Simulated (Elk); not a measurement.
Band structure of PtAl2 (Fm-3m, 3 atoms in the cell).

```yaml
crystal:
  lattice:
    - [0.00000, 2.94407, 2.94407]
    - [2.94407, 0.00000, 2.94407]
    - [2.94407, 2.94407, 0.00000]
  atoms:
    - { symbol: Al, position: [0.25000, 0.25000, 0.25000] }
    - { symbol: Al, position: [0.75000, 0.75000, 0.75000] }
    - { symbol: Pt, position: [0.00000, 0.00000, 0.00000] }
```

Method of the run: PBE, all-electron FP-LAPW, Elk's shipped species files, LAPW+lo basis run with Elk.

Settings: xctype = 20; rgkmax = 8; swidth = 0.00499791 Ha; ngridk = 8 8 8; gmaxvr = 16 1/bohr; nxoapwlo = 1; rmtscf = 0.9; maxscl = 100.

The starting cell has typed, rounded lattice constants, without a prior relaxation at this level. Its lattice was rescaled by a random factor within 2.5 % of one. Spin-orbit coupling is off. Spin polarisation is off. Values depend on the basis (sphere radii, cutoffs, local orbitals), which need not be converged.

Levels in eV from the Fermi level, bands 21 to 28:
```json
[
 {"point": "Γ", "21": "-3.76", "22": "-3.76", "23": "2.95", "24": "3.84", "25": "3.84", "26": "3.84", "27": "5.43", "28": "5.43"},
 {"point": "X", "21": "-3.83", "22": "-3.45", "23": "-3.25", "24": "-1.65", "25": "-1.65", "26": "3.17", "27": "3.40", "28": "8.06"},
 {"point": "W", "21": "-3.83", "22": "-3.30", "23": "-2.82", "24": "-2.82", "25": "-0.90", "26": "5.20", "27": "5.20", "28": "6.22"},
 {"point": "K", "21": "-4.02", "22": "-3.70", "23": "-3.09", "24": "-2.03", "25": "-0.63", "26": "3.32", "27": "5.43", "28": "6.75"},
 {"point": "L", "21": "-3.75", "22": "-3.53", "23": "-3.53", "24": "1.00", "25": "1.00", "26": "3.76", "27": "5.16", "28": "5.16"},
 {"point": "U", "21": "-4.02", "22": "-3.70", "23": "-3.09", "24": "-2.03", "25": "-0.63", "26": "3.32", "27": "5.43", "28": "6.75"}
]
```

Bands cross the Fermi level along this path, so the cell is metallic at this level.
